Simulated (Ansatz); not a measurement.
Cs2PdF6 (Fm-3m), PBEsol, rigid bands in Ansatz (an electronic-structure program): N_c = 5.83e20 cm⁻³ at 300 K and an electron conductivity mass of 4.94 mₑ.

**Question.** For 1e17 electrons per cm³ at 300 K, place the Fermi level, estimate the Seebeck coefficient of a parabolic band with constant τ, and give mobility and conductivity for τ = 50 fs.

**Answer.** The level lies k_BT ln(N_c/n) = 0.224 eV below the conduction-band minimum. S ≈ −(k_B/e)[ln(N_c/n) + 5/2] = -963 μV/K, against -932 μV/K from the full bands (mean over directions). μ = eτ/m = 17.8 cm²/(V·s) and σ = neμ = 0.285 S/cm. τ is assumed, not computed.

Band transport and this doping are assumed; polarons and phonon drag are left out. Spin-orbit coupling is left out.

Formula and space group known from diffraction (Crystallography Open Database), not checked to be the room-temperature form: Cs2PdF6 (Fm-3m).
